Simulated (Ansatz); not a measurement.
Results of PBE (PAW; Ansatz, an electronic-structure program) for NiAs-type NiSb.

Run with plane-wave cutoff 520 eV, 12×12×8 k mesh (along the axes of the cell as run), Fermi–Dirac smearing 0.1 eV, perturbation theory, force constants from a 6×6×2 q mesh, no spin polarisation, scalar-relativistic PAW data made under PBE.

Computed at the level's own relaxed cell. Harmonic vibrational thermodynamics at fixed volume:

```csv
T (K),S_vib (J/K per mol of atoms),C_V (J/K per mol of atoms),F_vib (eV/atom)
100,13.07,17.66,0.0214
200,(withheld),(withheld),(withheld)
300,(withheld),(withheld),(withheld)
400,(withheld),(withheld),(withheld)
600,(withheld),(withheld),(withheld)
800,(withheld),(withheld),(withheld)
1000,(withheld),(withheld),(withheld)
```

Question: Fill in the missing entries.

Answer: 
- 200, S_vib (J/K per mol of atoms): 27.33
- 200, C_V (J/K per mol of atoms): 22.70
- 200, F_vib (eV/atom): -0.0001
- 300, S_vib (J/K per mol of atoms): 36.81
- 300, C_V (J/K per mol of atoms): 23.90
- 300, F_vib (eV/atom): -0.0336
- 400, S_vib (J/K per mol of atoms): 43.75
- 400, C_V (J/K per mol of atoms): 24.35
- 400, F_vib (eV/atom): -0.0755
- 600, S_vib (J/K per mol of atoms): 53.70
- 600, C_V (J/K per mol of atoms): 24.67
- 600, F_vib (eV/atom): -0.1772
- 800, S_vib (J/K per mol of atoms): 60.82
- 800, C_V (J/K per mol of atoms): 24.79
- 800, F_vib (eV/atom): -0.2962
- 1000, S_vib (J/K per mol of atoms): 66.36
- 1000, C_V (J/K per mol of atoms): 24.85
- 1000, F_vib (eV/atom): -0.4282

The crystal is taken as a harmonic solid at every temperature: melting, phase changes and thermal expansion are not seen, nor the electrons' share in a metal.
